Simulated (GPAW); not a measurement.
**Equation of state of fluorite-structure AuAl2 (space group 225): energy against volume (GPAW, LDA)**

```yaml
crystal:
  lattice:
    - [0.00000, 2.88332, 2.88332]
    - [2.88332, 0.00000, 2.88332]
    - [2.88332, 2.88332, 0.00000]
  atoms:
    - { symbol: Al, position: [0.25000, 0.25000, 0.25000] }
    - { symbol: Al, position: [0.75000, 0.75000, 0.75000] }
    - { symbol: Au, position: [0.00000, 0.00000, 0.00000] }
```

Level of theory: LDA (Perdew-Wang 92), GPAW PAW datasets LDA (gpaw-data 1.0.1) (plane waves; GPAW). Settings: mode = pw; ecut = 585 eV; xc = LDA; kpts = 17 17 17; mesh shift (steps) = 0 0 0; occupations.name = fermi-dirac; occupations.width = 0.05 eV; nbands = -7; convergence.forces = 0.001 eV/Å; symmetry.symmorphic = false; symmetry.tolerance = 0.0005; maxiter = 100. The cell above is the first row's. The rows scale it uniformly. In all rows fractional positions and the k mesh are held. E is the free energy at the stated smearing, counted from the lowest row.

```csv
V (Å^3/atom),E (meV/atom)
15.980,?
16.328,44.62
16.675,23.45
17.023,9.45
17.370,1.86
17.717,0.00
18.065,3.24
18.412,11.04
18.760,22.88
```

The 8 complete rows are fitted with the third-order Birch-Murnaghan form, a cubic in V^(-2/3), E against V. With u = V^(-2/3) - 0.148, the rows have u = 0.007374, 0.005211, 0.003116, 0.001096, -0.000857, -0.002753, -0.004583, -0.006363. Least squares gives E = 0.167 + 784.77·u + 696827·u² + 1935725·u³. Residuals (row less fit): -0.001, -0.002, 0.013, -0.007, -0.005, -0.007, 0.020, -0.008; standard error 0.014 (degrees of freedom: 4). Its minimum lies at u = -0.000564, so V0 = (0.147436)^(-3/2) = 17.66. There d²E/du² = 1387000 and d³E/du³ = 1.161e7, so B0 = (4/9) × 17.66^(-7/3) × 1387000 × 0.160218 = 122 GPa (the last factor turns the table's units into GPa), and B0' = 4 + (2/3) × 0.147436 × (1.161e7)/1387000 = 4.8. The program's pressures in the fitted runs (not shown) pass through zero at V = 17.66, 0.01 % from this V0.

**Question.** What does the fit predict for E at V = 15.980, and how far is the calculated value from it?

**Answer.** u = 0.009622, so E = 0.167 + 784.77 × 0.009622 + 696827 × 0.009622² + 1935725 × 0.009622³ = 73.957 meV/atom. The calculation gives 73.81 meV/atom, 0.147 meV/atom below the prediction (0.2 % of the range of E in the table). The row lies outside the fitted rows, so this is an extrapolation. From the scatter of the fitted rows alone, a prediction at this place has a standard error of 0.041 meV/atom, so the miss is 3.6 times that.

Carrying the step between the two nearest rows on in a straight line would have given 65.85, off by 7.96; series whose last step already gives the withheld value aren't shown. The scan was laid around a cell of about the measured size, scaled by a guess for this functional. The runs keep the symmetry of the cell, so they don't test it for distortions. Spin-orbit coupling is off. Cutoffs and mesh are single choices, not tested for convergence of this quantity. Series with a scatter that would blur these digits, or in which a gap closes, are not shown. Nor are scans whose minimum lies at an end fitted in this form.

Terms beyond the fitted order, or numerical noise in single rows, can give a miss of this size; the table doesn't tell which.
